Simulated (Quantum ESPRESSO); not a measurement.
Quantum ESPRESSO run on YbC2 (I4/mmm, 3 atoms in the cell): self-consistent single point.

Level of theory: PBEsol, SSSP 1.1.2 efficiency (PBE) pseudopotentials (plane waves; Quantum ESPRESSO).

```
CELL_PARAMETERS angstrom
     -1.90793     1.90793     3.21379
      1.90793    -1.90793     3.21379
      1.90793     1.90793    -3.21379
ATOMIC_POSITIONS crystal
  Yb 0.00000 0.00000 0.00000
  C  0.59808 0.59808 0.00000
  C  0.40192 0.40192 0.00000
```

Reference input (self-consistent single point, DFT, LDA (PZ), plane waves, SSSP 1.1.2 efficiency (PBE) pseudopotentials): ecutwfc = 50 Ry; ecutrho = 400 Ry; occupations = smearing; smearing = fd; degauss = 0.000734986 Ry; input_dft = pz; potentials = {Yb: Yb.GGA-PBE-paw-v1.0.UPF, C: C.pbe-n-kjpaw_psl.1.0.0.UPF}; K_POINTS = automatic 8 8 8 0 0 0; conv_thr = 1e-11 Ry; mixing_beta = 0.3. This run's input differs from it in these lines:

```diff
@@ -17,3 +17,3 @@
    degauss = 0.000734986,
-   input_dft = 'pz',
+   input_dft = 'pbesol',
 /
```

Output (repeated stretches shortened):

```
     Self-consistent Calculation

     iteration #  1     ecut=    50.00 Ry     beta= 0.30

     total energy              =   -1038.58489506 Ry
     estimated scf accuracy    <       0.56807534 Ry

     iteration #  2     ecut=    50.00 Ry     beta= 0.30

     total energy              =   -1038.38048380 Ry
     estimated scf accuracy    <       2.69591517 Ry

     iteration #  3     ecut=    50.00 Ry     beta= 0.30

     total energy              =   -1038.70571623 Ry
     estimated scf accuracy    <       0.12012446 Ry

   [... 13 blocks of this kind left out ...]

     iteration # 17     ecut=    50.00 Ry     beta= 0.30

     total energy              =   -1038.71942517 Ry
     estimated scf accuracy    <          2.0E-11 Ry

     iteration # 18     ecut=    50.00 Ry     beta= 0.30
     End of self-consistent calculation

     the Fermi energy is    10.8844 ev

!    total energy              =   -1038.71942517 Ry
     estimated scf accuracy    <          2.7E-12 Ry
     smearing contrib. (-TS)   =      -0.00011098 Ry
     internal energy E=F+TS    =   -1038.71931418 Ry

     convergence has been achieved in  18 iterations

     Forces acting on atoms (cartesian axes, Ry/au):

     atom    1 type  1   force =     0.00000000    0.00000000    0.00000000
     atom    2 type  2   force =     0.00000000   -0.00000000    0.07212563
     atom    3 type  2   force =     0.00000000   -0.00000000   -0.07212563

     Total force =     0.102001     Total SCF correction =     0.000001

          total   stress  (Ry/bohr**3)                   (kbar)     P=      -77.31
  -0.00056847   0.00000000   0.00000000          -83.62        0.00        0.00
   0.00000000  -0.00056847   0.00000000            0.00      -83.62        0.00
  -0.00000000   0.00000000  -0.00043969           -0.00        0.00      -64.68

   JOB DONE.
```

The run converged in 18 iterations. Against the reference run the pressure goes from -11.05 to -7.73 GPa and the largest force goes from 1.411 to 1.854 eV/Å.

The starting cell comes from a database of computed structures (which also holds hypothetical and non-ambient phases and stackings), without a prior relaxation at this level. Spin polarisation is off. With a pressure of about -8 GPa the cell is away from its equilibrium volume at this level. Forces in this geometry exceed 1 eV/Å.

Cost on one core of a shared machine: roughly 60 s.
